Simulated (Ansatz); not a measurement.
Levels about the gap of amorphous In$_{9}$Ga$_{9}$Zn$_{9}$O$_{39}$W (67 atoms in a cell of 851 Å³, 5.97 g/cm³; zone centre alone, so wide bands show as single levels with stretches between that a denser mesh fills), at the geometry that PBE relaxed, where it gives 1.5 GPa on a denser mesh. The participation number counts the atoms over which a state spreads; weights are charges in smoothed Voronoi cells. The levels come from a single point, so bond lengths are those of that geometry. Method of the levels: PBE, scalar-relativistic without spin-orbit coupling (Ansatz, a first-principles code). Sampling: the zone centre alone; Fermi-Dirac width 0.02 eV; no spin polarisation. At PBE the levels at the filled edge of the gap are localised (band-tail or defect states).

The cell was made by melting and quenching with the CHGNet potential and then relaxed with DFT. O atoms were pushed apart under 1.9 Å during the dynamics, to hinder bonds among them. The hot cell started wider than the set density and was brought back towards it in steps. It is the lowest in DFT energy of 2 quenches. It is a model cell: composition and starting density were chosen by hand, and all elements were melted together. No dispersion term was used. Its density started from a set value of 5.97 and ended at 5.97 g/cm³. Cooling (nominally 210 K/ps over its main leg) ran many orders faster than in experiment, which tends to leave more defects and strain. Values belong to this one cell and scatter from quench to quench. The volume was held where the preparation left it and the shape relaxed, at a PBE pressure of 1.5 GPa. Stress components on the final sampling reach 1.5 GPa.

```
E - E(highest filled), eV  filling  participation number        largest on  weight O  weight W  weight In  weight Zn
-------------------------  -------  --------------------  ----------------  --------  --------  ---------  ---------
-0.36                       filled                  13.5   O, 4 neighbours      0.82      0.00       0.02       0.14
-0.31                       filled                  23.5   O, 4 neighbours      0.82      0.00       0.02       0.14
-0.26                       filled                  18.6   O, 3 neighbours      0.85      0.00       0.01       0.11
-0.22                       filled                  20.3   O, 3 neighbours      0.84      0.00       0.01       0.12
-0.19                       filled                  16.2   O, 3 neighbours      0.83      0.00       0.02       0.13
-0.13                       filled                  13.3   O, 3 neighbours      0.83      0.00       0.01       0.14
0.00                        filled                   6.1   O, 3 neighbours      0.84      0.00       0.01       0.13
1.06                         empty                  56.5  In, 5 neighbours      0.51      0.01       0.24       0.14
3.01                         empty                   4.2   W, 6 neighbours      0.42      0.47       0.06       0.03
3.12                         empty                  22.7   W, 6 neighbours      0.51      0.14       0.26       0.04
3.42                         empty                   4.0   W, 6 neighbours      0.42      0.48       0.05       0.04
3.76                         empty                  30.5  In, 5 neighbours      0.58      0.01       0.31       0.05
3.90                         empty                  23.5   W, 6 neighbours      0.53      0.14       0.19       0.11
3.98                         empty                  24.9   W, 6 neighbours      0.55      0.12       0.23       0.07
```

Most localised among these is the empty level at +3.42 eV, on a W atom, which has 6 neighbours (O 1.80 Å, O 1.81 Å, O 1.92 Å, O 2.03 Å, O 2.04 Å, O 2.08 Å).
